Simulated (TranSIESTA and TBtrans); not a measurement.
System: biphenyl-4,4'-diyl held by thiolate S between two Ag chains. Leads: straight Ag chain, spacing 2.65 Å. Geometry: 24 atoms about the centre moved by SIESTA (PBE, SZP) to a largest force of 0.04 eV/Å, all others as built. Transport runs along z; the first 4 and the last 4 of the 36 atoms are the lead cells, repeated to infinity.

```xyz
36
Lattice="13.232 0.000 0.000 0.000 13.232 0.000 0.000 0.000 46.143" Properties=species:S:1:pos:R:3 pbc="F F T"
Ag     6.616     6.616     0.000
Ag     6.616     6.616     2.650
Ag     6.616     6.616     5.300
Ag     6.616     6.616     7.950
Ag     6.616     6.616    10.600
Ag     6.616     6.616    13.250
Ag     6.619     6.624    15.830
S      8.726     7.028    16.650
C      8.143     6.667    18.325
C      8.242     5.327    18.889
C      7.823     5.048    20.225
C      7.277     6.094    21.055
C      7.187     7.432    20.522
C      7.625     7.716    19.194
C      6.814     5.797    22.442
C      7.534     4.862    23.272
C      7.105     4.598    24.607
C      5.929     5.248    25.170
S      5.356     4.871    26.845
C      5.194     6.159    24.302
C      5.636     6.438    22.974
H      8.652     4.483    18.209
H      7.851     3.973    20.653
H      6.799     8.270    21.220
H      7.588     8.797    18.778
H      8.499     4.387    22.845
H      7.702     3.875    25.288
H      4.227     6.644    24.717
H      5.038     7.140    22.275
Ag     6.610     6.620    27.647
Ag     6.616     6.616    30.243
Ag     6.616     6.616    32.893
Ag     6.616     6.616    35.543
Ag     6.616     6.616    38.193
Ag     6.616     6.616    40.843
Ag     6.616     6.616    43.493
```

Run with TranSIESTA and TBtrans (open boundaries, self-consistent; PseudoDojo norm-conserving potentials, scalar-relativistic): PAO.BasisSize DZP, PAO.EnergyShift 0.15 eV, XC.Authors PBE, Mesh.Cutoff 150 Ry, ElectronicTemperature 300 K, TS.Voltage 0.0 eV, TBT.Elecs.Eta 0.001 eV, no spin polarisation.

Energies count from the leads' Fermi level. Transmissions are for one spin of a degenerate pair. The energy step is 0.02 eV; narrower resonances are cut or missed.

```
E (eV)      T
------  -----
-0.20   0.281
-0.16   0.271
-0.12   0.260
-0.08   0.248
-0.04   0.236
0.00    0.223
0.04    0.210
0.08    0.196
0.12    0.183
0.16    0.169
0.20    0.155
```

**Question.** Give the zero-bias conductance in μS and the resistance at 300 K.

**Answer.** At the Fermi level T = 0.223. Averaged with −∂f/∂E over the full grid (kT = 25.9 meV) it is 0.223. With G0 = 2e²/h = 77.48 μS, G = 17.3 μS and R = 1/G = 57.8 kΩ.

**Question.** Estimate the thermopower by Mott's formula S = −(π²/3)(kB²T/e) d ln T/dE from the rows at -0.04 and 0.04 eV.

**Answer.** d ln T/dE = -1.46 eV⁻¹ and (π²/3) kB²T/e = 7.33 μV/K · eV, so S = 11 μV/K; the full integral gives 11 μV/K. A positive sign means that T falls with energy over the thermal window, as for transport through filled levels below the Fermi level.

**Question.** The eigenchannels at the Fermi level transmit 0.223. What Fano factor of the shot noise follows at low temperature and bias?

**Answer.** F = Σ τ(1 − τ)/Σ τ = 0.173/0.223 = 0.78.

The leads are straight chains one atom wide, held at their spacing: model electrodes, not surfaces. Semilocal functionals put molecular levels too close to the Fermi level and tend to overestimate such conductances.
